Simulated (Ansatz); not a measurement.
A short convergence ladder for Pd (Fm-3m, 1 atom in the cell)

```
CELL_PARAMETERS angstrom
      0.00000     1.95084     1.95084
      1.95084     0.00000     1.95084
      1.95084     1.95084     0.00000
ATOMIC_POSITIONS crystal
  Pd 0.00000 0.00000 0.00000
```

Base method: PBE (plane waves, PAW; Ansatz, a program for electronic structure).

Base settings: basis.ecutwfc = 30.9 Ry; kpoints.mp_grid.grid = 14 14 14; hamiltonian.xc = pbe; hamiltonian.pseudopotentials = {kind: paw} (the program's default PAW files); scf.occupations.method = fermi_dirac; scf.occupations.width = 0.0073 Ry.

Core times come from one kind of shared machine, to one figure; runs under 30 s give none.

**The q mesh of the phonons**

In this ladder: kpoints.mp_grid.grid = 12 12 12; phonons.method = dfpt.

Only quantities that move along the ladder and can be compared are tabulated.

Thermal sums run over frequencies interpolated from this q mesh.

```csv
phonons.qmesh,zero-point energy (meV/atom),vibrational free energy at 300 K (meV/atom),core time / last (rough)
2 2 2,28.88,-24.64,–
3 3 3,28.20,-26.64,0.1
4 4 4,27.92,-28.13,0.3
6 6 6,27.99,-27.97,1
```

Coarsest phonons.qmesh that holds the vibrational free energy at 300 K within 0.5 meV/atom of the last step, with all finer ones: 4 4 4, at about 0.3 of the last step's time; the step before is off by 1.3 meV/atom.

Coarsest phonons.qmesh that holds the zero-point energy within 0.5 meV/atom of the last step, with all finer ones: 3 3 3, at about 0.1 of the last step's time; the step before is off by 0.89 meV/atom.

On the base run: the starting cell has typed, rounded lattice constants, without a prior relaxation at this level. Its lattice was rescaled by up to half a per cent. Spin polarisation is off. In the base run, with a pressure of about 6 GPa the cell is away from its equilibrium volume at this level.

Keys are those of Ansatz 0.2.
